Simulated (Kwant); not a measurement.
Model system: In0.53Ga0.47As/In0.52Al0.48As stack with 1 barrier. One parabolic valley. Leads of mass 0.041 mₑ with the band edge at 0; grid 0.1 nm; bias 0 V, dropping linearly over the stack.

```json
[
 {"layer": "1", "thickness (nm)": "2.7", "band offset (eV)": "0.52", "mass (mₑ)": "0.075"}
]
```

The device is made up for the run: typed textbook-type constants, with dimensions and the other settings drawn at random.

Kwant, one-band effective-mass tight-binding model in one dimension, coherent, no space charge.

Question: Work out the transmission below the barrier top from T = 1/(1 + ((ζ + 1/ζ)/2)² sinh²(κa)), ζ = (k/m_lead)/(κ/m_barrier).

Answer: E = 0.0518 eV: k = 0.2361 nm⁻¹, κ = 0.9600 nm⁻¹, ζ = 0.4499, T = 0.0125. The simulation gives 0.0126, the same within the digits that matter. E = 0.1502 eV: k = 0.4020 nm⁻¹, κ = 0.8532 nm⁻¹, ζ = 0.8620, T = 0.0383. The simulation gives 0.0384, the same within the digits that matter. E = 0.2289 eV: k = 0.4963 nm⁻¹, κ = 0.7570 nm⁻¹, ζ = 1.199, T = 0.0630. The simulation gives 0.0630, the same within the digits that matter. What differs comes from the grid.
